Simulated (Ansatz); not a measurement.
# MgS: element substitutions

The parent structure is MgS in the rock salt structure (space group Fm-3m, No. 225; a = 5.1820 Å).

Each row replaces one element on all its sites; cell and atoms are relaxed.

The values are results of PBEsol (Ansatz, a program for electronic structure), without spin-orbit coupling, not measurements.

Only one of these keeps a band gap. Which?
A. S → Se
B. S → Cl
C. S → Mo

A, S → Se. Computed: S → Cl: zero; S → Mo: zero; S → Se: 1.78 eV

Whether these cells are dynamically stable was not tested. As relaxed here, MgCl and MgMo are hypothetical phases, not in the database extracts checked. All final runs are without spin polarisation. An odd electron count without spin: MgCl. MgMo has a high density of states at the Fermi level and may be magnetic at this level.
